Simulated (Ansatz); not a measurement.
## Pressure series in GaAs

The parent structure is GaAs in the zinc blende structure (space group F-43m, No. 216).

```yaml
crystal:
  lattice:
    - [0.00000, 2.83337, 2.83337]
    - [2.83337, 0.00000, 2.83337]
    - [2.83337, 2.83337, 0.00000]
  atoms:
    - { symbol: As, position: [0.25000, 0.25000, 0.25000] }
    - { symbol: Ga, position: [0.00000, 0.00000, 0.00000] }
```

Cell and atoms are relaxed at each pressure.

The values are results of r2SCAN, PAW, 500 eV (Ansatz, an electronic-structure program; no SOC), not measurements.

Notes on the quantities. hole mass: degenerate bands, along [100].

| case | hole mass | electron mass | shortest interatomic distance | band gap |
|---|---|---|---|---|
| base | 0.050, 0.34, 0.34 mₑ (at Γ) | 0.051 mₑ (at Γ) | 2.454 Å | 0.96 eV |
| pressure −2 GPa | 0.040, 0.35, 0.35 mₑ (at Γ) | 0.040 mₑ (at Γ) | 2.478 Å | 0.73 eV |
| pressure −1 GPa | 0.045, 0.35, 0.35 mₑ (at Γ) | 0.046 mₑ (at Γ) | 2.465 Å | 0.85 eV |
| pressure 0.9 GPa | 0.055, 0.34, 0.34 mₑ (at Γ) | 0.055 mₑ (at Γ) | 2.444 Å | 1.06 eV |
| pressure 2.1 GPa | ___ | ___ | ___ | ___ |
| pressure 4.5 GPa | 0.069, 0.32, 0.32 mₑ (at Γ) | 0.070 mₑ (at Γ) | 2.409 Å | 1.41 eV |
| pressure 9 GPa | 0.084, 0.30, 0.30 mₑ (at Γ) | 1.3 mₑ along k, 0.21 mₑ across (off the special points) | 2.374 Å | 1.56 eV |
| pressure 15 GPa | 0.098, 0.29, 0.29 mₑ (at Γ) | 1.3 mₑ along k, 0.21 mₑ across (off the special points) | 2.336 Å | 1.46 eV |
| pressure 22.5 GPa | 0.11, 0.27, 0.27 mₑ (at Γ) | – | 2.297 Å | 1.34 eV |
| pressure 30 GPa | 0.12, 0.25, 0.25 mₑ (at Γ) | – | 2.264 Å | 1.23 eV |

**Question.** Complete the table.

**Answer.** 
- pressure 2.1 GPa, hole mass: 0.060, 0.33, 0.33 mₑ (at Γ)
- pressure 2.1 GPa, electron mass: 0.061 mₑ (at Γ)
- pressure 2.1 GPa, shortest interatomic distance: 2.432 Å
- pressure 2.1 GPa, band gap: 1.18 eV

Load acts through the strain it causes; cell and atoms are relaxed under it. Masses are band curvatures over ±0.01 Å⁻¹ around the edge. Along k means along the line from Γ to the band edge. Stability against distortions was not tested. Measured, GaAs leaves this structure (for a Cmcm phase) near 15 GPa (room temperature; as listed in arXiv:1906.07825).
